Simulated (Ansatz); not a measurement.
We consider Ta₂O₅ (model structure, C2/c, No. 15, 14 atoms in the cell), described by PBEsol+SOC in Ansatz (PAW).

Settings: plane-wave cutoff 520 eV, 6×6×6 k mesh, Fermi–Dirac smearing 0.01 eV, PAW data made under PBE.

Cell (relaxed with PBEsol):

Ta2O5 is taken in the monoclinic space group C2/c (No. 15), Pearson symbol mS28. Lattice parameters: a = 12.819 Å, b = 4.869 Å, c = 5.525 Å, α = γ = 90.00°, β = 103.69°. Ta on 8f has 4 O at 1.841–1.988 Å and 2 O at 2.122–2.143 Å (octahedral). O1 on 8f is surrounded by 1 Ta at 1.841 Å and 1 Ta at 1.985 Å (bent). O2 on 8f is surrounded by 1 Ta at 1.988 Å and 2 Ta at 2.122–2.143 Å (trigonal planar). O3 on 4e sees 2 Ta at 1.911 Å (bent). (Neighbours: up to the widest gap in distance over summed covalent radii, below 1.35, at either atom; cation-cation and far metal-metal contacts left out.)
(The calculation used a cell of 14 atoms; values per cell refer to that cell.)

**Question.** Give the computed band gap, smallest direct gap on the k points sampled and Γ–Γ gap.

**Answer.** 
- band gap: 3.14 eV (indirect)
- smallest direct gap on the k points sampled: 3.34 eV
- Γ–Γ gap: 3.44 eV

Note: the relaxation could raise the start's symmetry but not lower it, so the cell can be a saddle point; cell and atoms aren't relaxed at this level (pressure -0.3 GPa).

A model structure was made by putting elements into a prototype or built by hand; it is no filed structure, need not be a known phase, and can be a saddle point held by its symmetry.

Ansatz is an electronic-structure program.
